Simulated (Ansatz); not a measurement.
Ca₂BeN₂ (model structure, started from the Ca2ZnN2 type, I4/mmm, No. 139, 5 atoms in the cell), treated with PBE (Ansatz, a first-principles code, plane waves, PAW).

Numerical settings: plane-wave cutoff 520 eV, 14×14×14 k mesh, Fermi–Dirac smearing 0.01 eV, scalar-relativistic PAW data made under PBE.

The cell is the one relaxed with PBEsol. Conventional cell: a = 3.5161 Å, b = 3.5161 Å, c = 11.4604 Å, α = 90.00°, β = 90.00°, γ = 90.00°.

```
CELL_PARAMETERS angstrom
     -1.75803     1.75803     5.73020
      1.75803    -1.75803     5.73020
      1.75803     1.75803    -5.73020
ATOMIC_POSITIONS crystal
  Ca 0.65554 0.65554 0.00000
  Ca 0.34446 0.34446 0.00000
  Be 0.00000 0.00000 0.00000
  N  0.86565 0.86565 0.00000
  N  0.13435 0.13435 0.00000
```

Task: List the 17 lowest band energies at Γ above −25 eV (eV, relative to the valence band maximum), grouping those that round alike.

Result: At Γ: -20.58, -20.20, -20.12 (×2), -19.97 (×2), -12.84, -12.51, -3.27, -2.08, -0.88 (×2), -0.05 (×2), 1.09, 2.60, 3.75.

Note: the relaxation could raise the start's symmetry but not lower it, so the cell can be a saddle point; cell and atoms aren't relaxed at this level (largest force component 0.13 eV/Å, pressure 3.0 GPa).

A model structure was made by putting elements into a prototype or built by hand; it is no filed structure, need not be a known phase, and can be a saddle point held by its symmetry.
